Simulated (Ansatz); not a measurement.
**How the bulk modulus B0 of OsC (model structure, started from the CsCl type, Pm-3m, No. 221, 2 atoms in the cell) moves with the method**

No measured value is used here.

```
level (code)     value (GPa)  cell (Å³/atom)
---------------  -----------  --------------
LDA (Ansatz)             443            9.34
PBE (Ansatz)             390            9.73
PBEsol (Ansatz)          425            9.48
```

Density-functional levels without +SOC have no spin–orbit coupling. LDA, PBE, PBEsol: the run has no spin polarisation, so it can have missed a magnetic state. LDA, PBE, PBEsol: the bulk modulus is −V dP/dV from two relaxed cells at ±2 % in volume. Each level is taken at its own relaxed cell. Ansatz's density-functional and Hartree–Fock values are scalar-relativistic unless marked +SOC, with PAW data made under PBE.

A model structure was made by putting elements into a prototype or built by hand; it is no filed structure, need not be a known phase, and can be a saddle point held by its symmetry.

Ansatz is an electronic-structure program.
